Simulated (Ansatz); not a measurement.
A constructed model of the (100) surface of fcc Cu, c(2x2) surface alloy, Zn on one Cu site of the top plane (bottom of the slab: a bare face, its two planes held)

All values below come from PBE (plane waves to 420 eV, PAW; Ansatz, an electronic-structure program).

Slab: 12 atoms, 9.0 Å thick at the start (thin: gaps and levels are the slab's own); k 10x10x1, smearing 0.1 eV, dipole-corrected; 4 atoms held, the rest relaxed; start symmetry kept, larger cells not searched; no spin, no spin-orbit, no U. It is one candidate, not shown to be the stable structure of the face.

```
Quantity                                              Result
-----------------------------  -----------------------------
work function of the top face                        4.38 eV
energy released by relaxation                       0.019 eV
cost                           very roughly 2.8 core-minutes
```
